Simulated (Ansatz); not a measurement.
Base system: WSe2 (space group P6_3/mmc, No. 194; layered, stacked along the Cartesian z axis).

```
WSe2
1.0
    3.23049     0.00000     0.00000
   -1.61525     2.79769     0.00000
    0.00000     0.00000    12.41108
W Se
2 4
Direct
  0.66667   0.33333   0.75000
  0.33333   0.66667   0.25000
  0.66667   0.33333   0.38545
  0.33333   0.66667   0.88545
  0.33333   0.66667   0.61455
  0.66667   0.33333   0.11455
```

Cartesian axes are those of the cell as printed.

Method: PBEsol-D3(BJ) (Ansatz, a quantum-chemistry and plane-wave program; PAW; 420 eV plane waves; spin-orbit coupling left out).

Before the change:

Smallest direct gap: 1.65 eV
Pressure: 0.00 GPa
Band gap: 0.67 eV

Modification: the cell is compressed by 1.80 % along x with no lateral relaxation, atoms relaxed at fixed cell.

Q: What happens to the smallest direct gap, pressure and band gap?

A: The smallest direct gap drops by 0.10 eV (1.65 eV → 1.55 eV); the pressure (mean of the normal stresses, compression positive) goes from zero to 1.85 GPa; the band gap falls by 0.02 eV (0.67 eV → 0.65 eV).

Spin-orbit coupling, missing from the scalar runs, can matter with W. The cells carry an imposed strain or load. Stability against distortions was not tested.
